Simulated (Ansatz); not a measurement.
Consider a 18-atom cell of (Ta,Nb)Si2 started in the CrSi2 (C40) type structure, site fractions Ta 0.333, Nb 0.667, short-range order -0.12 in the first shell of the mixed sites (0 is random, a negative value favours unlike neighbours), space group P1 at the end. Its start:

```xyz
18
Lattice="4.8215 0.0005 0.0000 -2.4103 4.1754 6.5949 -2.4112 -4.1758 6.5948" Properties=species:S:1:pos:R:3 pbc="T T T"
Ta     1.2100    -2.0933     7.6990
Nb    -1.2084     2.0930     7.6981
Ta     2.4059     0.0064     3.2924
Nb    -2.4086    -0.0057     9.8905
Nb     1.2029     2.0840     5.4973
Nb    -1.2020    -2.0847     5.4933
Si     0.0020    -1.3648     9.8928
Si     0.0032    -1.3299     3.3020
Si    -3.6542    -0.6790    12.0865
Si     1.1775    -0.6759     5.5014
Si     1.1662     0.6885     1.0942
Si     1.1663     0.6558     7.6911
Si    -0.0014     1.3332     3.3000
Si    -0.0019     1.3607     9.8956
Si    -1.1732     0.6822     5.4942
Si    -1.1714     0.6739    12.0930
Si    -1.1597    -0.6841     7.6943
Si     3.6473    -0.6590     1.0916
```

The mixing enthalpy is taken against the end members in the CrSi2 (C40) type type (which need not be the stable form of TaSi2 and NbSi2), relaxed in the same cell and mesh.

Level of theory: PBE (plane waves to 420 eV, PAW; Ansatz, a program for electronic structure). Spin–orbit coupling is left out; the runs are not spin-polarised. Its k-point mesh 7×5×5, Fermi–Dirac width 0.05 eV.

| end member | weight | volume per atom (Å³) |
|---|---|---|
| TaSi2 | 0.333 | 14.66 |
| NbSi2 | 0.667 | 14.74 |

**Question.** Predict the alloy's volume, bond lengths and mixing enthalpy.

**Answer.** volume per atom: 14.72 Å³
Nb–Si bonds: 2.715 Å on average, from 2.616 to 2.844 (40)
Si–Ta bonds: 2.717 Å on average, from 2.622 to 2.848 (20)
mixing enthalpy per site of the mixed sublattice: -3 meV
departure of the mean lattice parameter from Vegard's line: under 0.15 %, inside the noise of the relaxations
